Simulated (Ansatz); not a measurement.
Band structure of TiAl (P4/mmm, 2 atoms in the cell).

```
CELL_PARAMETERS angstrom
      2.77618     0.00000     0.00000
      0.00000     2.77618     0.00000
      0.00000     0.00000     4.01640
ATOMIC_POSITIONS crystal
  Ti 0.50000 0.50000 0.50000
  Al 0.00000 0.00000 0.00000
```

Method of the run: PBE, PAW files (plane waves; Ansatz, a quantum-chemistry and plane-wave program).

Settings: kpoints.mp_grid.grid = 12 12 8; hamiltonian.xc = pbe; hamiltonian.pseudopotentials = {kind: paw} (the program's default PAW files); scf.occupations.method = fermi_dirac; scf.occupations.width = 0.1 eV; kpoints.band_path.npoints = 8.

The starting cell comes from a database of computed structures (which also holds hypothetical and non-ambient phases and stackings), without a prior relaxation at this level. Its lattice was rescaled by a random factor within 2.5 % of one. Spin polarisation is off.

Levels in eV from the Fermi level, bands 5 to 11:
```json
[
 {"point": "Γ", "5": "-9.25", "6": "-1.97", "7": "-0.92", "8": "-0.35", "9": "2.29", "10": "2.29", "11": "3.50"},
 {"point": "X", "5": "-4.66", "6": "-4.57", "7": "-1.81", "8": "-0.28", "9": "1.83", "10": "2.67", "11": "4.60"},
 {"point": "M", "5": "-3.32", "6": "-0.45", "7": "-0.42", "8": "-0.42", "9": "-0.26", "10": "-0.26", "11": "4.46"},
 {"point": "Z", "5": "-7.72", "6": "-5.37", "7": "-0.75", "8": "0.64", "9": "1.92", "10": "1.92", "11": "3.52"},
 {"point": "R", "5": "-5.04", "6": "-3.02", "7": "-1.22", "8": "-1.11", "9": "1.43", "10": "1.87", "11": "2.43"},
 {"point": "A", "5": "-2.68", "6": "-2.36", "7": "-2.36", "8": "2.06", "9": "2.26", "10": "2.72", "11": "4.37"}
]
```

Bands cross the Fermi level along this path, so the cell is metallic at this level.

Keys are those of Ansatz 0.2.
